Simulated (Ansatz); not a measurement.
InP (F-43m), r2SCAN with spin-orbit coupling, rigid bands run with Ansatz (an electronic-structure program): Condition of this run: hydrostatic pressure 10 GPa (the target of the relaxation). band gap 1.65 eV, N_c = 1.05e18 cm⁻³ and N_v = 2.11e19 cm⁻³ at 300 K, conductivity masses of 0.126 mₑ (electrons) and 0.500 mₑ (holes). Take k_BT = 0.02585 eV.

### Question
What thermal injection velocity √(2k_BT/πm) limits a ballistic channel?

### Answer
1.52e7 cm/s for electrons and 7.61e6 cm/s for holes, a ratio of √(m_h/m_e) = 1.99, for dilute carriers.

### Question
Find the intrinsic carrier density and the intrinsic Fermi level.

### Answer
n_i = √(N_c N_v) exp(−E_g/2k_BT) = 4.71e18 × exp(−31.91) = 6.5e4 cm⁻³. The level lies (k_BT/2) ln(N_v/N_c) = 39 meV from mid-gap (positive towards the conduction band). Each 0.1 eV added to the gap lowers n_i by a factor of 6.9.

Rigid, parabolic bands with the computed gap; masses take one relaxation time for all states.
